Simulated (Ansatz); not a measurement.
Al (model structure, started from the diamond type, Fd-3m, No. 227, 2 atoms in the cell) was calculated with LDA (Ansatz, a first-principles code, PAW).

Run with plane-wave cutoff 520 eV, 18×18×18 k mesh, Fermi–Dirac smearing 0.05 eV, scalar-relativistic PAW data made under PBE.

Cell (relaxed at this level):

```cif
data_Al2
_chemical_formula_sum 'Al2'
_space_group_name_H-M_alt 'P 1'
_space_group_IT_number 1
_cell_length_a 4.20698
_cell_length_b 4.20698
_cell_length_c 4.20698
_cell_angle_alpha 60.000
_cell_angle_beta 60.000
_cell_angle_gamma 60.000
loop_
_space_group_symop_operation_xyz
  'x, y, z'
loop_
_atom_site_label
_atom_site_type_symbol
_atom_site_fract_x
_atom_site_fract_y
_atom_site_fract_z
_atom_site_occupancy
Al1 Al 0.25000 0.25000 0.25000 1
Al2 Al 0.00000 0.00000 0.00000 1
```

Question: Give the computed bulk modulus.

Answer: 
- bulk modulus = 41.5 GPa

The run finds no gap.

Note: the bulk modulus is −V dP/dV from two relaxed cells at ±2 % in volume; the relaxation could raise the start's symmetry but not lower it, so the cell can be a saddle point.

A model structure was made by putting elements into a prototype or built by hand; it is no filed structure, need not be a known phase, and can be a saddle point held by its symmetry.
